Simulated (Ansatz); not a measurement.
We consider CsCl-type NiAl, described by PBEsol (PAW; Ansatz, an electronic-structure program).

Numerical settings: plane-wave cutoff 520 eV, 22×22×22 k mesh, Fermi–Dirac smearing 0.07 eV (set by the program), no spin polarisation, scalar-relativistic PAW data made under PBE.

The cell has the measured lattice: a = 2.886 Å, b = 2.886 Å, c = 2.886 Å, α = 90.00°, β = 90.00°, γ = 90.00°.

Problem. What does this level give for the Voigt–Reuss–Hill shear modulus (Hill average), elastic constant C11, Voigt–Reuss–Hill bulk modulus, Poisson ratio, elastic constant C12 and elastic constant C44?

Solution. 
* **Voigt–Reuss–Hill shear modulus (Hill average)**: 73.3 GPa
* **elastic constant C11**: 203 GPa
* **Voigt–Reuss–Hill bulk modulus**: 155 GPa
* **Poisson ratio**: 0.296
* **elastic constant C12**: 132 GPa
* **elastic constant C44**: 119 GPa

Note: the cell isn't this level's own, so it is under some stress, which shifts stiffness and frequencies.

Elastic constants are with the ions relaxed.

It cost about 4 core-minutes (a rough figure) of CPU time.
